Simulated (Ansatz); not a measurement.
## Response to strain in SrO

The parent structure is SrO in the rock salt structure (space group Fm-3m, No. 225; a = 5.1224 Å). Axes: x, y, z lie along the cube axes.

Strains are applied to the cell and any free atomic positions relax; under biaxial strain the out-of-plane vector relaxes too.

The values are results of Ansatz (a quantum-chemistry and plane-wave program) PBEsol, no spin-orbit coupling, not measurements.

Candidates:
(a) biaxial strain −3.00 %, plane normal [001], relaxed out of plane
(b) biaxial strain +0.50 %, plane normal [001], relaxed out of plane
(c) biaxial strain −1.00 %, plane normal [001], relaxed out of plane
(d) biaxial strain +1.50 %, plane normal [001], relaxed out of plane

Task: Order them by out-of-plane strain, highest first.

Result: (a) biaxial strain −3.00 %, plane normal [001], relaxed out of plane (+1.71 %), (c) biaxial strain −1.00 %, plane normal [001], relaxed out of plane (+0.54 %), (b) biaxial strain +0.50 %, plane normal [001], relaxed out of plane (-0.27 %), (d) biaxial strain +1.50 %, plane normal [001], relaxed out of plane (-0.77 %)

Stability against distortions was not tested.
